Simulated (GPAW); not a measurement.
A series of runs on Ge3Pt (P6_3/mmc, 8 atoms in the cell)

```xyz
8
Lattice="6.7883 0.0000 0.0000 -3.3941 5.8788 0.0000 0.0000 0.0000 3.8828" Properties=species:S:1:pos:R:3 pbc="T T T"
Ge     1.8609     1.0744     2.9121
Ge     1.5332     4.8044     0.9707
Ge     0.0000     2.1488     0.9707
Ge     3.3941     3.7300     2.9121
Ge     4.9273     1.0744     2.9121
Ge    -1.5332     4.8044     0.9707
Pt     3.3941     1.9596     0.9707
Pt     0.0000     3.9192     2.9121
```

Base run A: PBEsol, GPAW PAW datasets PBEsol (made by gpaw-setup) (GPAW 25.7.0), self-consistent single point.

Its settings: mode = pw; ecut = 550 eV; xc = PBEsol; kpts = 6 6 9; mesh shift (steps) = 0 0 0; occupations.name = methfessel-paxton; occupations.width = 0.1 eV; occupations.order = 1; nbands = -16; convergence.density = 1e-05 e/electron; convergence.energy = 1e-05 eV/electron; symmetry.symmorphic = false; symmetry.tolerance = 0.0005; maxiter = 150.

The starting cell comes from a database of computed structures (which also holds hypothetical and non-ambient phases and stackings), without a prior relaxation at this level. Spin polarisation is off. In the base run, with a pressure of about -5 GPa the cell is away from its equilibrium volume at this level.

Runs:
- B: xc: PBEsol → LDA; potentials: GPAW PAW datasets LDA (gpaw-data 1.0.1) [LDA (Perdew-Wang 92)]
- C: xc: PBEsol → RPBE; potentials: GPAW PAW datasets RPBE (gpaw-data 1.0.1) [RPBE]
- D: xc: PBEsol → revPBE; potentials: GPAW PAW datasets revPBE (gpaw-data 1.0.1) [revPBE]
- E: xc: PBEsol → BLYP; potentials: GPAW PAW datasets BLYP (made by gpaw-setup) [BLYP]
- F: xc: PBEsol → MGGA_X_R2SCAN+MGGA_C_R2SCAN; potentials: GPAW PAW datasets PBE (gpaw-data 1.0.1) [r2SCAN]
- G: xc: PBEsol → PW91; potentials: GPAW PAW datasets PW91 (made by gpaw-setup) [PW91]
- H: xc: PBEsol → vdW-DF2 (libvdwxc); potentials: GPAW PAW datasets PBE (gpaw-data 1.0.1) [vdW-DF2]
- I: xc: PBEsol → vdW-DF-cx (libvdwxc); potentials: GPAW PAW datasets PBE (gpaw-data 1.0.1) [vdW-DF-cx]

| run | pressure (GPa) | largest force (eV/Å) |
|---|---|---|
| A | -5.04 | 0.070 |
| B | -7.23 | 0.195 |
| C | 1.39 | 0.157 |
| D | [?] | 0.136 |
| E | [?] | 0.227 |
| F | -3.32 | 0.093 |
| G | -0.99 | 0.070 |
| H | 11.40 | 0.500 |
| I | -2.71 | 0.121 |

### Question
Complete the blanks.

### Answer

- D, pressure (GPa): 0.81
- E, pressure (GPa): 6.18
